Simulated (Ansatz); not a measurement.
Base system: WSe2 (space group P6_3/mmc, No. 194; a = 3.2790 Å, c = 12.7862 Å; layered, stacked along the Cartesian z axis).

Calculations: Ansatz (a first-principles code) PBE-D3(BJ), without spin-orbit coupling.

Base values:

| Property | Value |
|---|---|
| Lattice parameter a | 3.279 Å |
| Band gap | 0.87 eV |
| Smallest direct gap | 1.57 eV |

The change: cell and atoms relaxed at a pressure of 0.7 GPa.

### Question
What does the calculation give for the lattice parameter a, band gap and smallest direct gap after the change?

### Answer
The lattice parameter a decreases by 0.008 Å (3.279 Å → 3.271 Å); the band gap decreases by 0.046 eV to 0.83 eV; the smallest direct gap grows by 0.017 eV to 1.58 eV.

With W present, leaving out spin-orbit coupling can change the band edges. Load acts through the strain it causes; cell and atoms are relaxed under it. Whether these cells are dynamically stable was not tested.
